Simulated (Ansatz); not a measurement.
The reference is MgTe in the zinc blende structure (space group F-43m, No. 216).

```
CELL_PARAMETERS angstrom
      0.00000     3.18405     3.18405
      3.18405     0.00000     3.18405
      3.18405     3.18405     0.00000
ATOMIC_POSITIONS crystal
  Mg 0.00000 0.00000 0.00000
  Te 0.25000 0.25000 0.25000
```

Cartesian axes are those of the cell as printed.

Method: LDA/PAW in Ansatz (a program for electronic structure), no SOC.

Modification: compressive biaxial strain of 2.08 % in the plane normal to [111], as in epitaxy on a mismatched substrate; the out-of-plane cell vector and the atoms relax.

Problem. What does the calculation give for the out-of-plane strain and in-plane stress after the change?

Solution. The out-of-plane strain is +1.84 %; the mean in-plane stress (compression positive) amounts to +1.4 GPa.

Whether these cells are dynamically stable was not tested.
